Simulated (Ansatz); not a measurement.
The parent structure is GaAs in the zinc blende structure (space group F-43m, No. 216).

```xyz
2
Lattice="0.0000 2.8297 2.8297 2.8297 0.0000 2.8297 2.8297 2.8297 0.0000" Properties=species:S:1:pos:R:3 pbc="T T T"
As     4.2446     4.2446     4.2446
Ga     0.0000     0.0000     0.0000
```

Cartesian axes are those of the cell as printed.

Levels (all Ansatz, a quantum-chemistry and plane-wave program, PAW, earlier PAW set): PBEsol (420 eV, no spin-orbit coupling); r2SCAN (500 eV, no spin-orbit coupling).

Its gap is 0.42 eV with PBEsol and 1.00 eV with r2SCAN.

It is then changed as follows: uniaxial stress, 3 GPa tension along z; all other stress components relax to zero.

With PBEsol the gap becomes 0.21 eV.

Problem. If the r2SCAN correction stayed the same, what would the r2SCAN gap be, and what does the r2SCAN run give?

Solution. A rigid correction of +0.58 eV gives 0.79 eV. The r2SCAN run gives 0.76 eV, so the two effects roughly add.

Single points use the geometry relaxed with PBEsol. Load acts through the strain it causes; cell and atoms are relaxed under it. Stability under load was not tested beyond the relaxation. The zero or small gap of GaAs under uniaxial stress, 3 GPa tension along z can change with the level of theory.
